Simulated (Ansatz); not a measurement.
**Response to strain in hypothetical P4/nmm Co2Si**

Start from Co2Si (space group P4/nmm, No. 129; a = 3.4547 Å, c = 5.7510 Å; ferromagnetic; a hypothetical phase, not in the database extracts checked). Axes: x, y, z lie along a, b, c of the conventional cell.

Strains are applied to the cell and any free atomic positions relax; under biaxial strain the out-of-plane vector relaxes too.

Level of theory: PBE (Ansatz, a quantum-chemistry and plane-wave program), no spin-orbit coupling.

Notes on the quantities. pressure: mean of the normal stresses, compression positive.

| case | pressure | volume per atom | largest site moment |
|---|---|---|---|
| base | 0.0 GPa | 11.44 Å³ | 0.93 μB |
| biaxial strain −1.08 %, plane normal [001], relaxed out of plane | 2.0 GPa | 11.29 Å³ | 0.86 μB |
| biaxial strain +0.31 %, plane normal [001], relaxed out of plane | -0.6 GPa | ___ | 0.95 μB |
| biaxial strain +2.89 %, plane normal [001], relaxed out of plane | -4.8 GPa | 11.84 Å³ | ___ |
| isotropic strain +1.20 % | -6.4 GPa | 11.86 Å³ | 1.01 μB |

**Question.** Complete the table.

**Answer.** 
- biaxial strain +0.31 %, plane normal [001], relaxed out of plane, volume per atom: 11.48 Å³
- biaxial strain +2.89 %, plane normal [001], relaxed out of plane, largest site moment: 1.07 μB

The magnetic state is the one reached from the starting moments; the real material's order can differ, and small cells can't hold many antiferromagnetic ones. Without a gap, meshes like the base's 13×13×8 leave anisotropic stresses uncertain by several tenths of a GPa, and small strain energies with them. Whether these cells are dynamically stable was not tested.
